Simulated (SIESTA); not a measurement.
Band structure of YAl3 (Pm-3m, 4 atoms in the cell).

```yaml
crystal:
  lattice:
    - [4.20441, 0.00000, 0.00000]
    - [0.00000, 4.20441, 0.00000]
    - [0.00000, 0.00000, 4.20441]
  atoms:
    - { symbol: Y, position: [0.00000, 0.00000, 0.00000] }
    - { symbol: Al, position: [0.00000, 0.50000, 0.50000] }
    - { symbol: Al, position: [0.50000, 0.00000, 0.50000] }
    - { symbol: Al, position: [0.50000, 0.50000, 0.00000] }
```

Method: LDA PW92, numerical atomic orbitals TZP, PseudoDojo LDA standard norm-conserving potentials (rewritten from UPF to PSML) (SIESTA).

Settings: XC.functional = LDA; XC.authors = PW92; potentials = PseudoDojo LDA standard; PAO.BasisSize = TZP; PAO.EnergyShift = 0.01 Ry; MeshCutoff = 400 Ry; kgrid.MonkhorstPack = 6 6 6; OccupationFunction = FD; ElectronicTemperature = 100 meV; MaxSCFIterations = 150; SCF.Mixer.Method = Pulay; SCF.Mixer.Weight = 0.2; SCF.Mixer.History = 8; SCF.DM.Tolerance = 1.0E-04.

The starting cell comes from a database of computed structures (which also holds hypothetical and non-ambient phases and stackings), without a prior relaxation at this level. Its lattice was rescaled by a random factor within 2.5 % of one. Values carry the incompleteness of an atom-centred basis.

Levels in eV from the Fermi level, bands 7 to 12:
| point | 7 | 8 | 9 | 10 | 11 | 12 |
|---|---|---|---|---|---|---|
| Γ | -3.04 | -1.51 | -1.51 | -1.51 | 1.59 | 1.59 |
| X | -1.91 | -1.91 | -1.76 | 0.10 | 1.29 | 1.29 |
| M | -5.14 | -4.12 | -0.76 | -0.76 | 1.09 | 1.36 |
| R | -5.05 | -4.22 | -2.25 | -2.25 | -2.25 | 1.71 |

Bands cross the Fermi level along this path, so the cell is metallic at this level.

Higher empty bands are left out: an atom-centred basis made for the valence describes them poorly.
